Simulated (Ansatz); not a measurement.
For rock-salt LaSe, PBEsol (plane waves, PAW; Ansatz, a program for electronic structure) gives:

* **lattice constant a**: 6.019 Å
* **bulk modulus**: 77.1 GPa
* **formation enthalpy**: -2.028 eV/atom

**Question.** What does HSE06 (Ansatz, plane waves, PAW) give for the same quantities?

**Answer.** 
- lattice constant a: 6.078 Å (goes up by 1.0 %)
- bulk modulus: 74.8 GPa (decreases by 3.0 %)
- formation enthalpy: -2.198 eV/atom (moves by -0.170 eV/atom)

For comparison: formation enthalpy -2.099 eV/atom (measured, 298 K, copied from a table, unchecked, no zero-point or thermal correction; as tabulated in Wang et al. (2021), doi:10.1038/s41598-021-94550-5).

Changes are worked out from the printed values.

Unless a cell is named, each level is at its own relaxed cell (PBEsol 27.26, HSE06 28.06 Å³/atom).

Ansatz's density-functional and Hartree–Fock values are scalar-relativistic unless marked +SOC, with PAW data made under PBE.
